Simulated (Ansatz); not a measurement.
# KBr, pressure series

The parent structure is KBr in the rock salt structure (space group Fm-3m, No. 225; a = 6.705 Å).

Cell and atoms are relaxed at each pressure.

Computed with Ansatz (an electronic-structure program), PBE, PAW, cutoff 420 eV, no SOC.

Candidates:
(a) pressure −2 GPa
(b) pressure −1 GPa
(c) pressure 5 GPa
(d) pressure 7.5 GPa
(e) pressure 1.5 GPa

Base values:

The band gap comes out as 4.31 eV.

Q: Order them by band gap, lowest first.

A: (a) pressure −2 GPa (3.65 eV), (b) pressure −1 GPa (4.09 eV), (e) pressure 1.5 GPa (4.55 eV), (c) pressure 5 GPa (4.95 eV), (d) pressure 7.5 GPa (5.17 eV)

Load acts through the strain it causes; cell and atoms are relaxed under it. Whether these cells are dynamically stable was not tested. Competing high-pressure phases were not computed.
